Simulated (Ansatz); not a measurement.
The reference is WSi2 (space group I4/mmm, No. 139; a = 3.185 Å, c = 7.773 Å; relaxed with 0.1 eV smearing). Axes: x, y, z lie along a, b, c of the conventional cell.

The values are results of Ansatz (a quantum-chemistry and plane-wave program) LDA, no SOC, not measurements.

Before the change:

- Shortest interatomic distance = 2.571 Å

One thing is altered: a pure shear with ε_xz = ε_zx = 0.0171, atoms relaxed at fixed cell.

Task: Estimate the effect on the energy relative to the base.

Result: The energy rises by 10 meV/atom.

Task: What happens to the shortest interatomic distance?

Result: The shortest interatomic distance hardly moves (2.571 Å against 2.569 Å).

The cells carry an imposed strain or load. Whether these cells are dynamically stable was not tested. All final runs are without spin polarisation.
